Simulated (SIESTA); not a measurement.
A relaxation of cell and atoms of CaSnF4 (P4/mmm, 6 atoms in the cell) with SIESTA.

Computed with SIESTA 5.4.2 with LDA PW92, numerical atomic orbitals DZP, PseudoDojo LDA standard norm-conserving potentials (rewritten from UPF to PSML).

```
CELL_PARAMETERS angstrom
      4.00455     0.00000     0.00000
      0.00000     4.00455     0.00000
      0.00000     0.00000     5.78047
ATOMIC_POSITIONS crystal
  Ca 0.00000 0.00000 0.50000
  Sn 0.50000 0.50000 0.00000
  F  0.50000 0.00000 0.26574
  F  0.50000 0.00000 0.73426
  F  0.00000 0.50000 0.26574
  F  0.00000 0.50000 0.73426
```

Reference input (self-consistent single point, DFT, LDA PW92, numerical atomic orbitals DZP, PseudoDojo LDA standard norm-conserving potentials (rewritten from UPF to PSML)): XC.functional = LDA; XC.authors = PW92; potentials = PseudoDojo LDA standard; PAO.BasisSize = DZP; PAO.EnergyShift = 0.01 Ry; MeshCutoff = 350 Ry; kgrid.MonkhorstPack = 8 8 5; OccupationFunction = FD; ElectronicTemperature = 10 meV; MaxSCFIterations = 150; SCF.Mixer.Method = Broyden; SCF.Mixer.Weight = 0.25. This run's input differs from it in these lines:

```diff
@@ -46,2 +46,7 @@
 Diag.ParallelOverK           true
+MD.TypeOfRun                 CG
+MD.Steps                     40
+MD.MaxForceTol               0.02 eV/Ang
+MD.VariableCell              true
+MD.MaxStressTol              0.05 GPa
 WriteForces                  true
```

Log, with long lists cut:

```
        iscf     Eharris(eV)        E_KS(eV)     FreeEng(eV)     dDmax    Ef(eV) dHmax(eV)
   scf:    1    -5875.877666    -5868.409446    -5868.409446  1.423639 -5.144117  5.936581
   scf:    2    -5871.219083    -5870.063040    -5870.063040  0.078850 -5.510312  3.167304
   scf:    3    -5870.450492    -5870.337197    -5870.337197  0.038487 -5.925189  0.990633
   scf:    4    -5870.379709    -5870.363450    -5870.363450  0.031353 -3.831405  0.185747
   scf:    5    -5870.360794    -5870.364145    -5870.364145  0.009092 -3.919696  0.118305
   scf:    6    -5870.365666    -5870.365683    -5870.365683  0.004303 -3.939468  0.031186
   scf:    7    -5870.365749    -5870.365717    -5870.365717  0.000433 -3.936688  0.023288
   scf:    8    -5870.365780    -5870.365767    -5870.365767  0.000755 -3.934159  0.001350
   scf:    9    -5870.365768    -5870.365768    -5870.365768  0.000087 -3.934168  0.000379
SCF Convergence by DM+H criterion
max |DM_out - DM_in|         :     0.0000870484
max |H_out - H_in|      (eV) :     0.0003787892
SCF cycle converged after 9 iterations

Using DM_out to compute the final energy and forces

siesta: E_KS(eV) =            -5870.3658

siesta: E_KS - E_eggbox =     -5870.3658

siesta: Atomic forces (eV/Ang):
     1    0.000000   -0.000000   -0.000000
     2   -0.000000    0.000000   -0.000000
     3   -0.000000   -0.000000   -0.171774
     4    0.000000   -0.000000    0.171774
     5    0.000000   -0.000000   -0.171774
     6   -0.000000    0.000000    0.171774
   Tot    0.000000    0.000000   -0.000000
   Max    0.171774
   Res    0.080975    sqrt( Sum f_i^2 / 3N )
   Max    0.171774    constrained

   [... lines left out ...]
siesta: Pressure (static):        -93.61153596  kBar
siesta: Pressure (total):        -93.61153596  kBar
No target stress found, assuming hydrostatic MD.TargetPressure.
Target stress (kBar)
outcell: Cell volume (Ang**3)        :     83.4660
        iscf     Eharris(eV)        E_KS(eV)     FreeEng(eV)     dDmax    Ef(eV) dHmax(eV)
siesta: Pressure (static):          0.14243899  kBar
siesta: Pressure (total):          0.14243899  kBar
outcell: Cell volume (Ang**3)        :     83.4660
siesta: FreeEng =     -5870.667764
   [... lines left out ...]
siesta:    -0.000120    0.000000    0.000000
siesta:     0.000000   -0.000120    0.000000
siesta:     0.000000    0.000000   -0.000026

siesta: Cell volume =         83.465981 Ang**3

siesta: Pressure (static):
siesta:                Solid            Molecule  Units
siesta:           0.00000097          0.00000052  Ry/Bohr**3
siesta:           0.00008890          0.00004794  eV/Ang**3
siesta:           0.14243899          0.07680503  kBar
```

The run converged. 

Summary of the result:
- Free energy E − TS: -5870.6678 eV
- Top of the valence band (on the code's own zero): -5.83 eV
- Gap on the k-point mesh: 3.04 eV
- Pressure: 0.01 GPa
- Largest force (vector length): 0.002 eV/Å
- Final cell: a = b = 3.882 Å, c = 5.539 Å, α = β = γ = 90.00°
- Final volume per atom: 13.91 Å³
- Relaxation steps: 11

The starting cell comes from a database of computed structures (which also holds hypothetical and non-ambient phases and stackings), without a prior relaxation at this level. Values carry the incompleteness of an atom-centred basis. The basis of the alkali or alkaline-earth atoms may lack their empty d shell, which can raise the gap.

Cost on one core of a shared machine: roughly 5 min.
